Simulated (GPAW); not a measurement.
Density of states of BaLaB₁₂ (P4/mmm, 14 atoms in the cell).

```
BaLaB12
1.0
    4.20770     0.00000     0.00000
    0.00000     4.20770     0.00000
    0.00000     0.00000     8.42885
Ba La B
1 1 12
Direct
  0.00000   0.00000   0.00000
  0.00000   0.00000   0.50000
  0.20236   0.50000   0.25425
  0.79764   0.50000   0.74575
  0.50000   0.20236   0.25425
  0.50000   0.79764   0.74575
  0.79764   0.50000   0.25425
  0.20236   0.50000   0.74575
  0.50000   0.79764   0.25425
  0.50000   0.20236   0.74575
  0.50000   0.50000   0.40110
  0.50000   0.50000   0.59890
  0.50000   0.50000   0.89622
  0.50000   0.50000   0.10378
```

Method of the run: LDA (Perdew-Wang 92), GPAW PAW datasets LDA (gpaw-data 1.0.1) (plane waves; GPAW).

SCF settings: mode = pw; ecut = 950 eV; xc = LDA; kpts = 5 5 3; mesh shift (steps) = 0 0 0; occupations.name = marzari-vanderbilt; occupations.width = 0.272 eV; nbands = -22; convergence.density = 1e-05 e/electron; symmetry.symmorphic = false; symmetry.tolerance = 0.0005; maxiter = 150. Keys of the DOS step: dos_kpts = 8 8 5; dos_width = 0.1 eV.

The starting cell comes from a database of computed structures (which also holds hypothetical and non-ambient phases and stackings), without a prior relaxation at this level.

Total DOS (both spins), as means of the tabulated values in each energy bin; the zero is the program's Fermi level or highest filled level, and the curve is cut to this window:

```tsv
E (eV)	states/eV/cell
-7.75	3.46
-7.25	3.64
-6.75	2.38
-6.25	2.57
-5.75	1.78
-5.25	4.13
-4.75	3.49
-4.25	4.66
-3.75	7.70
-3.25	6.63
-2.75	7.98
-2.25	6.03
-1.75	2.21
-1.25	1.39
-0.75	0.73
-0.25	0.81
0.25	1.58
0.75	2.15
```

Around zero the curve holds about 1.3 states/eV/cell.
